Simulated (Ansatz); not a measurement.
An Ansatz (a quantum-chemistry and plane-wave program) run: TiAl3 with a change (strain tensor (xx, yy, zz, yz, xz, xy) = (+0.39, −2.39, −2.21, +1.47, −0.21, +0.09) %); PBEsol (Ansatz; PAW; 420 eV plane waves; without spin-orbit coupling), earlier PAW set.

Input:

Ansatz 0.2 input:
```yaml
crystal:
  lattice:
    - [-1.9236416341, 1.9243959813, 4.2093970388]
    - [1.9061267405, -1.7992285712, 4.145634383]
    - [1.9268870387, 1.8024739758, -4.1534615354]
  atoms:
    - { symbol: Al, position: [0.5, 0.5, 0] }
    - { symbol: Al, position: [0.75, 0.25, 0.5] }
    - { symbol: Al, position: [0.25, 0.75, 0.5] }
    - { symbol: Ti, position: [0, 0, 0] }
basis: { ecutwfc: 420, ecutrho_ratio: 4, xc_grid: 2, fft_grid_basis: typed }
kpoints: { mp_grid: { grid: [21, 21, 21] } }
hamiltonian:
  xc: pbesol
  dispersion: none
  pseudopotentials: { azcp: { folder: ./paw }, kind: paw }
scf: { occupations: { method: fermi_dirac, width: 0.1 }, convergence: { dr2_threshold: 0.0000000004 } }
relax: { f_tol: 0.005, max_steps: 50 }
output: { forces: true, stress: true }
checkpoint: { write: state.ck, write_every: 1000 }
```

Output (explanatory and most iteration lines left out):

```
Relaxation: its limit of steps is 50 (relax.max_steps)
Pseudopotential: Al, paw, valence charge 3
Pseudopotential: Ti, paw, valence charge 12
Crystal: 4 atoms, lattice volume = 59.663 Å³
Basis set: ecut = 420 eV, 1165 PW (Γ), exchange–correlation on 72×72×72 points (8 copies of the dense FFT grid, shifted against one another)
Bands: 15, of which v1, the nominal top of the filled ones, is band 11 counted from 1 (10 counted from 0)
Symmetry: 2 space group operations
Space group: P-1 (ITA 2), of the structure as read, at distance tolerance 3.9e-5 Å
k-points: 4631 of 9261
Functional: x = pbesol(κ = 0.804, μ = 0.12345679012345678), c = pbesol(β = 0.046)
SCF iter   1: F=—  HF=-4049.492848 eV  |F-HF|=—  |Δ(HF+E_count)|=         —  Δρ=3.15e-2  dr2=6.74e-1  ethr=3.10e-3  ⟨swp⟩=5.4  Hψ=363538  notcnv=0
SCF iter   2: F=—  HF=-4049.279738 eV  |F-HF|=—  |Δ(HF+E_count)|=   2.13e-1  Δρ=1.97e-2  dr2=2.99e-1  ethr=3.10e-3  ⟨swp⟩=2.0  Hψ=124086  notcnv=0
SCF 1 converged in 9 iterations: F = -4049.118152 eV  dr2 = 6.11e-12
relax step   1: F+E_penalty+E_count = -4049.11815186 eV  Δ(F+E_penalty+E_count) = +0.000e0 eV  max|allowed force component| = 5.280e-2 eV/Å  Δτ_max = 0.0000 Å  (9 SCF iters, accepted)
Crystal: 4 atoms, lattice volume = 59.663 Å³
SCF iter   1: F=—  HF=-4049.118437 eV  |F-HF|=—  |Δ(HF+E_count)|=         —  Δρ=2.78e-4  dr2=9.07e-5  ethr=4.28e-7  ⟨swp⟩=1.0  Hψ=254254  notcnv=0
SCF iter   2: F=—  HF=-4049.118418 eV  |F-HF|=—  |Δ(HF+E_count)|=   1.95e-5  Δρ=1.61e-4  dr2=3.26e-5  ethr=4.28e-7  ⟨swp⟩=1.0  Hψ=69465  notcnv=0
SCF 2 converged in 6 iterations: F = -4049.118406 eV  dr2 = 1.61e-11
relax step   2: F+E_penalty+E_count = -4049.11840562 eV  Δ(F+E_penalty+E_count) = -2.538e-4 eV  max|allowed force component| = 3.170e-3 eV/Å  Δτ_max = 0.0044 Å  (6 SCF iters, accepted)
SCF converged after 6 iterations
Free energy (F): -4049.118406 eV
Internal energy: -4049.060299 eV  (E = F + TS)
E sigma→0 (E₀):  -4049.089352 eV
Entropy (-TS):   -0.058106 eV (-14.527 meV/atom)
Fermi energy:    10.164962 eV
--- Forces (eV/Å), atoms counted from 1 ---
  atom   1  Al     0.00000000     0.00000000     0.00000000
  atom   2  Al     0.00070235     0.00316970     0.00148143
  atom   3  Al    -0.00070235    -0.00316970    -0.00148143
  atom   4  Ti     0.00000000     0.00000000     0.00000000
--- Stress (GPa, compression-positive) ---
        2.613914      -0.256125       0.446613
       -0.256125       6.319531      -3.589218
        0.446613      -3.589218       6.982939
  P = ⅓ Tr σ = 5.3055 GPa (53.055 kbar)
--- Relaxed structure (2 steps of the walk, 2 accepted, 0 SCFs on fresh bases) ---
  atoms:
    - { symbol: Al, position: [0.5, 0.5, -1.734723475976807e-17] }
    - { symbol: Al, position: [0.7507246042734097, 0.24983327546302334, 0.5011306558256794] }
    - { symbol: Al, position: [0.24927539572659027, 0.7501667245369767, 0.4988693441743207] }
    - { symbol: Ti, position: [0.0, 0.0, 0.0] }
```

Stability against distortions was not tested. All final runs are without spin polarisation. The cell was made from TiAl₃ (space group I4/mmm, No. 139) by this change: strain tensor (xx, yy, zz, yz, xz, xy) = (+0.39, −2.39, −2.21, +1.47, −0.21, +0.09) %.
